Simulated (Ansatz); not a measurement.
We consider cubic perovskite CsCdF₃, described by BLYP (Ansatz, a first-principles code, plane waves, PAW).

Run with plane-wave cutoff 520 eV, 8×8×8 k mesh, Fermi–Dirac smearing 0.01 eV, scalar-relativistic PAW data made under PBE.

Properties against volume:

```json
[
 {"V (Å³/atom)": "18.360", "P (GPa)": "3.62", "direct gap at Γ (eV)": "4.417", "smallest gap on the k mesh (eV)": "3.366"},
 {"V (Å³/atom)": "18.751", "P (GPa)": "2.28", "direct gap at Γ (eV)": "4.281", "smallest gap on the k mesh (eV)": "3.315"},
 {"V (Å³/atom)": "19.142", "P (GPa)": "1.08", "direct gap at Γ (eV)": "4.150", "smallest gap on the k mesh (eV)": "3.264"},
 {"V (Å³/atom)": "19.532", "P (GPa)": "0.03", "direct gap at Γ (eV)": "4.024", "smallest gap on the k mesh (eV)": "3.213"},
 {"V (Å³/atom)": "19.923", "P (GPa)": "-0.91", "direct gap at Γ (eV)": "3.902", "smallest gap on the k mesh (eV)": "3.162"},
 {"V (Å³/atom)": "20.314", "P (GPa)": "-1.75", "direct gap at Γ (eV)": "3.784", "smallest gap on the k mesh (eV)": "3.111"},
 {"V (Å³/atom)": "20.704", "P (GPa)": "-2.49", "direct gap at Γ (eV)": "3.671", "smallest gap on the k mesh (eV)": "3.059"}
]
```

The fundamental gap (3.21 eV at the equilibrium volume, with added k points) lies elsewhere than Γ–Γ.

Note: the relaxation could not lower the start's symmetry, so the cell can be a saddle point above a distorted one.

Spin–orbit coupling is not included.
